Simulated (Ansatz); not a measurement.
Take BP in the zinc blende structure (space group F-43m, No. 216) as the base.

```yaml
crystal:
  lattice:
    - [0.00000, 2.24526, 2.24526]
    - [2.24526, 0.00000, 2.24526]
    - [2.24526, 2.24526, 0.00000]
  atoms:
    - { symbol: B, position: [0.00000, 0.00000, 0.00000] }
    - { symbol: P, position: [0.25000, 0.25000, 0.25000] }
```

Computed with LDA (Ansatz, a program for electronic structure; PAW; 420 eV plane waves; scalar-relativistic without spin-orbit coupling).

Before the change:

* **Band gap**: 1.14 eV
* **Hole mass**: 0.25, 0.25, 0.36 mₑ (at Γ)
* **Volume per atom**: 11.32 Å³
* **Smallest direct gap**: 3.43 eV

Perturbation: a hydrostatic pressure of 15 GPa.

**Question.** Predict the new band gap, hole mass, volume per atom and smallest direct gap.

**Answer.** The band gap drops by 0.098 eV to 1.05 eV; the hole mass (degenerate bands, along [100]) becomes 0.25, 0.25, 0.40 mₑ (at Γ) (base: 0.25, 0.25, 0.36 mₑ (at Γ)); the volume per atom shrinks by 0.81 Å³ (11.32 Å³ → 10.51 Å³); the smallest direct gap goes up by 0.138 eV, from 3.43 eV to 3.56 eV.

Load acts through the strain it causes; cell and atoms are relaxed under it. Effective masses come from finite differences of ±0.01 Å⁻¹. Whether these cells are dynamically stable was not tested. Competing high-pressure phases were not computed.
